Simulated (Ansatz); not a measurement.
Start from ZnS in the wurtzite structure (space group P6_3mc, No. 186; a = 3.782 Å, c = 6.208 Å).

Method: PBEsol (Ansatz, a first-principles code), spin-orbit coupling left out.

Strains are applied to the cell and any free atomic positions relax.

One change was made to it. Results:

| quantity | base | after |
|---|---|---|
| gap character | direct at Γ | direct at Γ |
| band gap | 2.15 eV | 1.85 eV |
| width of the top valence band | 2.23 eV | 2.00 eV |

Task: Name the change that was made.
(A) isotropic strain +0.60 %
(B) isotropic strain +3.00 %
(C) isotropic strain +1.20 %
(D) isotropic strain +2.40 %

Result: D, isotropic strain +2.40 %. For comparison, the band gap in the other runs: isotropic strain +1.20 % gives 2.00 eV; isotropic strain +0.60 % gives 2.08 eV; isotropic strain +3.00 % gives 1.77 eV.

Gaps are read on the SCF mesh and a high-symmetry path. Whether these cells are dynamically stable was not tested.
